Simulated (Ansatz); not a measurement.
The parent structure is SnO2 in the rutile structure (space group P4_2/mnm, No. 136; a = 4.828 Å, c = 3.238 Å). Axes: x, y, z lie along a, b, c of the conventional cell.

Level of theory: PBE in Ansatz (plane waves to 420 eV, PAW, no spin-orbit coupling), earlier PAW set.

Base values:

- Volume per atom = 12.58 Å³

Perturbation: biaxial strain −0.27 %, plane normal [001], relaxed out of plane (Cartesian); in-plane vectors clamped, the third vector and the atoms free.

What does the calculation give for the volume per atom after the change?

The volume per atom decreases by 0.045 Å³, from 12.58 Å³ to 12.53 Å³.

Whether these cells are dynamically stable was not tested.

Ansatz is a program for electronic structure.
